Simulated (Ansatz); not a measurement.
**Effect of pressure 7.5 GPa on IrO2**

Start from IrO2 in the rutile structure (space group P4_2/mnm, No. 136; a = 4.529 Å, c = 3.180 Å).

Modification: cell and atoms relaxed at a pressure of 7.5 GPa.

Level of theory: DFT with PBE, PAW potentials and a 420 eV plane-wave cutoff in Ansatz (a program for electronic structure), spin-orbit coupling left out. Γ-centred 10×10×15 mesh, Fermi–Dirac width 0.05 eV.

```
quantity                              base      changed        shift
-----------------------------  -----------  -----------  -----------
density                        11.42 g/cm³  11.73 g/cm³  +0.31 g/cm³
lattice parameter a                4.529 Å      4.479 Å     -0.050 Å
c/a ratio                            0.702        0.707      +0.0045
shortest interatomic distance      1.976 Å      1.956 Å     -0.020 Å
band gap                              zero         zero            –
```

Final structure:

```xyz
6
Lattice="4.4794 0.0000 0.0000 0.0000 4.4794 0.0000 0.0000 0.0000 3.1649" Properties=species:S:1:pos:R:3 pbc="T T T"
Ir     0.0000     0.0000     0.0000
Ir     2.2397     2.2397     1.5825
O      1.3828     1.3828     0.0000
O      3.6225     0.8569     1.5825
O      0.8569     3.6225     1.5825
O      3.0966     3.0966     0.0000
```

Load acts through the strain it causes; cell and atoms are relaxed under it. Whether these cells are dynamically stable was not tested. Competing high-pressure phases were not computed. No Hubbard U is applied, and correlation can decide whether such a compound is a metal. The final runs are not spin-polarised.
